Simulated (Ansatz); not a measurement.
# LiNbO3 under a change: tensor shear ε_xz = +0.80 %

The reference is LiNbO3 (space group R3c, No. 161).

```
CELL_PARAMETERS angstrom
      2.56733     1.48225     4.60804
     -2.56733     1.48225     4.60804
      0.00000    -2.96450     4.60804
ATOMIC_POSITIONS crystal
  Li 0.28078 0.28078 0.28078
  Li 0.78078 0.78078 0.78078
  Nb 0.99839 0.99839 0.99839
  Nb 0.49839 0.49839 0.49839
  O  0.10932 0.35998 0.71863
  O  0.71863 0.10932 0.35998
  O  0.35998 0.71863 0.10932
  O  0.21863 0.85998 0.60932
  O  0.85998 0.60932 0.21863
  O  0.60932 0.21863 0.85998
```

Cartesian axes are those of the cell as printed.

The change: a pure shear with ε_xz = ε_zx = 0.0080; the atoms relax in the strained cell.

The values are results of DFT with PBEsol, PAW potentials and a 420 eV plane-wave cutoff in Ansatz (a first-principles code), no spin-orbit coupling, not measurements. Settings: 8×8×8 k-points, 0.05 eV Fermi–Dirac smearing.

- Volume per atom: 10.52 Å³ (base 10.52 Å³)
- Shortest interatomic distance: 1.873 Å (base 1.882 Å)
- Energy relative to the base (free energy F): +0.5 meV/atom
- Band gap: 3.46 eV (an upper bound: an edge found on the path is not a true extremum; the base alone) (base 3.51 eV)
- Largest internal atomic displacement: 0.018 Å
- Stress (xx, yy, zz, yz, xz, xy; compression positive): (0.05, 0.02, 0.06, -0.01, -0.94, -0.14) GPa

Whether these cells are dynamically stable was not tested.
